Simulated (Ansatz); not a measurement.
## What isotropic strain +2.50 % does to CuI

The parent structure is CuI in the zinc blende structure (space group F-43m, No. 216; a = 5.862 Å).

It is then changed as follows: every lattice vector is stretched by 2.50 %; the atoms relax in the strained cell.

Computed with plane-wave PAW DFT at the LDA level (Ansatz, a quantum-chemistry and plane-wave program, 420 eV), no SOC. Γ-centred 10×10×10 mesh, Fermi–Dirac width 0.05 eV.

| quantity | base | changed | shift |
|---|---|---|---|
| volume per atom | 25.18 Å³ | 27.11 Å³ | +1.936 Å³ |
| space group | F-43m (No. 216) | F-43m (No. 216) | – |
| shortest interatomic distance | 2.538 Å | 2.602 Å | +0.0635 Å |
| energy relative to the base (free energy F) | 0 meV/atom | +23 meV/atom | +23 meV/atom |
| pressure | 0.00 GPa | -3.47 GPa | -3.47 GPa |
| band gap | 1.22 eV | 1.01 eV | -0.21 eV |
| gap character | direct at Γ | direct at Γ | – |
| mean gap deformation potential ΔEg/Δln V | – | -2.9 eV | – |
| width of the top valence band | 1.92 eV | 1.63 eV | -0.29 eV |
| electron mass | 0.14 mₑ (at Γ) | 0.13 mₑ (at Γ) | – |
| hole mass (degenerate bands, along [100]) | 0.18, 0.57, 0.57 mₑ (at Γ) | 0.18, 0.68, 0.68 mₑ (at Γ) | – |
| valley order (the lowest conduction-band minima on the path, energy above the VBM, named in the base's zone) | Γ 1.22 eV; L along ⟨111⟩ 2.12 eV; X along ⟨100⟩ 2.41 eV | Γ 1.01 eV; L along ⟨111⟩ 2.05 eV; X along ⟨100⟩ 2.56 eV | – |

Cost of the whole job for the changed cell (relaxation, final SCF and bands): very roughly 20 core-seconds.

Spin-orbit coupling, missing from the scalar runs, can matter with I. Effective masses come from finite differences of ±0.01 Å⁻¹. Whether these cells are dynamically stable was not tested. All final runs are without spin polarisation.
